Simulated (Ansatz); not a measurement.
**Response to strain in BN**

Start from BN (space group P6_3/mmc, No. 194; a = 2.5005 Å, c = 6.4117 Å; layered, stacked along the Cartesian z axis). Axes: x lies along a and z along c of the hexagonal cell.

Strains are applied to the cell and any free atomic positions relax.

The values are results of Ansatz (a quantum-chemistry and plane-wave program), PBEsol-D3(BJ), PAW, cutoff 420 eV, no spin-orbit coupling, not measurements.

Candidates:
(a) uniaxial strain ε_zz = −1.20 %
(b) uniaxial strain ε_zz = −3.00 %
(c) uniaxial strain ε_zz = −0.60 %
(d) uniaxial strain ε_zz = −1.80 %
(e) uniaxial strain ε_zz = −2.40 %

Before the change:

The smallest direct gap comes out as 4.49 eV.

Task: Order them by smallest direct gap, highest first.

Result: (c) uniaxial strain ε_zz = −0.60 % (4.47 eV), (a) uniaxial strain ε_zz = −1.20 % (4.44 eV), (d) uniaxial strain ε_zz = −1.80 % (4.42 eV), (e) uniaxial strain ε_zz = −2.40 % (4.40 eV), (b) uniaxial strain ε_zz = −3.00 % (4.38 eV)

Gaps are Kohn–Sham eigenvalue differences; semilocal functionals usually give less than the measured gap. Stability against distortions was not tested.
